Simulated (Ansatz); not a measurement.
Start from GaAs in the zinc blende structure (space group F-43m, No. 216).

```yaml
crystal:
  lattice:
    - [0.00000, 2.83335, 2.83335]
    - [2.83335, 0.00000, 2.83335]
    - [2.83335, 2.83335, 0.00000]
  atoms:
    - { symbol: As, position: [0.75000, 0.75000, 0.75000] }
    - { symbol: Ga, position: [0.00000, 0.00000, 0.00000] }
```

Cartesian axes are those of the cell as printed.

Level of theory: r2SCAN, PAW, 500 eV (Ansatz, an electronic-structure program; no spin-orbit coupling).

For the base:

The valence-band top at Γ is 0.00, 0.00, 0.00 eV and the band gap is 0.96 eV.

It is then changed as follows: biaxial strain −0.83 %, plane normal [001], relaxed out of plane (Cartesian); in-plane vectors clamped, the third vector and the atoms free.

Predict the new in-plane stress, energy relative to the base, valence-band top at Γ and band gap.

The mean in-plane stress (compression positive) comes out as +1.1 GPa; the energy goes up by 1.2 meV/atom; the valence-band top at Γ (three highest levels, from the VBM) becomes 0.00, 0.00, -0.09 eV (base: 0.00, 0.00, 0.00 eV); the band gap increases by 0.04 eV, from 0.96 eV to 1.00 eV.

Semilocal Kohn–Sham gaps tend to fall short of experiment. No phonon test of stability was made.
